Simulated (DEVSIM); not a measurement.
System: Al0.35Ga0.65As/GaAs p-n heterojunction, at 250 K.

```
layer (left to right)        material  thickness (μm)  Nd (cm⁻³)  Na (cm⁻³)  τn (s)  τp (s)
---------------------  --------------  --------------  ---------  ---------  ------  ------
1                      Al0.35Ga0.65As            1.10          -     2.2e16    1e-9    1e-9
2                                GaAs           0.400     3.1e15          -    1e-9    1e-9
```

Left contact: ohmic. Right contact: ohmic. Voltage is applied to the left contact. Recombination: SRH at mid-gap, Auger. Mobility is constant in doping.

Constants are typed, rounded textbook-type inputs, not results; the design itself was drawn at random and stands for no fabricated device. Values at 300 K; Nc and Nv go as T^1.5, mobilities as T to minus their exponent, the gap by Varshni's rule with the affinity fixed.

```csv
parameter,Al0.35Ga0.65As,GaAs
gap (eV),1.8604,1.424
affinity (eV),3.7935,4.07
permittivity,11.91,12.9
Nc (cm⁻³),7.44e17,4.7e17
Nv (cm⁻³),9e18,9e18
μn (cm²/Vs),3495,8500
μp (cm²/Vs),176,400
T exponent of μn,2.1,2.1
T exponent of μp,2.2,2.2
Cn (cm⁶/s),1e-30,1e-30
Cp (cm⁶/s),1e-30,1e-30
Varshni α (eV/K),0.000541,0.000541
Varshni β (K),204,204
```

DEVSIM, 1D drift-diffusion, Boltzmann statistics, complete ionisation; no tunnelling, impact ionisation, image-force lowering or self-heating. Band offsets follow the typed affinities; no thermionic-emission limit at abrupt steps, no polarisation charge.

Q: Give the dark forward current.

A: 
(V (V), J (A/cm²)): (0.05, 1.9e-12); (0.15, 2.7e-11); (0.20, 9.0e-11); (0.30, 1.0e-9); (0.40, 1.1e-8); (0.45, 3.8e-8); (0.55, 4.3e-7); (0.65, 5.1e-6); (0.70, 1.8e-5); (0.80, 0.00024); (0.90, 0.0049); (1.00, 0.18); (1.05, 1.2); (1.15, 34); (1.25, 200); (1.30, 350); (1.40, 770); (1.50, 1300); (1.55, 1600); (1.65, 2300)
